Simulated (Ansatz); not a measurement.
Reference: Ru (P6_3/mmc), PBEsol, rigid bands (plane waves, PAW, scalar-relativistic; Ansatz, a first-principles code); geometry: cell and atoms relaxed with PBEsol.

```
CELL_PARAMETERS angstrom
      2.68806     0.00000     0.00000
     -1.34403     2.32793     0.00000
      0.00000     0.00000     4.25536
ATOMIC_POSITIONS crystal
  Ru 0.33333 0.66667 0.25000
  Ru 0.66667 0.33333 0.75000
```

density of states at the Fermi level per atom: 0.78 states/eV
Drude plasma energy: 8.9 eV
root-mean-square Fermi velocity: 7.2 ×10⁵ m/s

### Question
Swap Ru for Os, keeping the structure type. How do these values move?

### Answer
Os (P6_3/mmc): volume per atom 13.3 to 13.9 Å³; density of states at the Fermi level per atom falls (0.78 states/eV to 0.59 states/eV); Drude plasma energy stays about the same (8.9 eV to 8.6 eV); root-mean-square Fermi velocity rises (7.2 ×10⁵ m/s to 8.2 ×10⁵ m/s).

### Question
Swap Ru for Cd, keeping the structure type. How do these values move?

### Answer
Cd (P6_3/mmc): volume per atom 13.3 to 21.2 Å³; density of states at the Fermi level per atom falls (0.78 states/eV to 0.23 states/eV); Drude plasma energy stays about the same (8.9 eV to 8.1 eV); root-mean-square Fermi velocity rises (7.2 ×10⁵ m/s to 15.3 ×10⁵ m/s).

### Question
Swap Ru for Hf, keeping the structure type. How do these values move?

### Answer
Hf (P6_3/mmc): volume per atom 13.3 to 21.6 Å³; density of states at the Fermi level per atom stays about the same (0.78 states/eV to 0.69 states/eV); Drude plasma energy falls (8.9 eV to 4.2 eV); root-mean-square Fermi velocity falls (7.2 ×10⁵ m/s to 4.6 ×10⁵ m/s).

Moves up to 12 % count as about the same. Metals at this level; values at 300 K, both spins, means over directions. As a rough test of the mesh, the Fermi surface's area from every second k point differs by up to 8 %. Spin-orbit coupling is left out.

The missing spin-orbit coupling matters most for Hf (P6_3/mmc), Os (P6_3/mmc).
